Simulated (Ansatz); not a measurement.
## TmPd₃ (Pm-3m, No. 221)

All values below come from PBEsol (Ansatz, an electronic-structure program, PAW).

Numerical settings: plane-wave cutoff 500 eV, 14×14×14 k mesh, Fermi–Dirac smearing 0.1 eV, spin-polarised start, scalar-relativistic PAW data made under PBE.

Cell: relaxed at this level.

For TmPd₃ (Pm-3m, No. 221), the volume per atom is 16.51 Å³/atom and the lattice parameter a is 4.042 Å. The band gap comes out as none.

Note: the magnetic order was assumed, not searched for or taken from measurement; the 4f shell is treated without U or exact exchange, so its levels and filling can be wrong.

Spin–orbit coupling is not included.

Static lattice: no zero-point or thermal effects.
